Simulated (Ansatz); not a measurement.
# Evanescent states of MoSe$_{2}$ (P6_3/mmc, 6 atoms a cell, 19.7 Å³ an atom) along the normal of (100)

All values below come from PBEsol (plane waves, PAW; Ansatz, a program for electronic structure).

The gap is the functional's own, uncorrected, and κ follows it; spin-orbit coupling is left out. Mid-gap values are interpolated between the computed energies.

Energies count from the valence-band top; κ is the least over a 10×4 mesh across the current.

```
E (eV)  κ (1/Å)  where
------  -------  -----
0.03      0.076      Γ
0.09      0.133      Γ
0.15      0.173      Γ
0.21      0.204  off Γ
0.27      0.208  off Γ
0.33      0.198  off Γ
0.39      0.185  off Γ
0.45      0.169  off Γ
0.51      0.150  off Γ
0.57      0.127  off Γ
0.63      0.096  off Γ
0.69      0.043  off Γ
```

### Question
How thick must the barrier be to attenuate the transmission by 10^8 when the electrodes' Fermi level lies at 0.27 eV, and what attenuation does that film give at 0.51 eV?

### Answer
d = 8 ln 10 / (2 × 0.208) = 44.3 Å. At 0.51 eV it gives 8 × 0.150/0.208 = 5.8 decades.
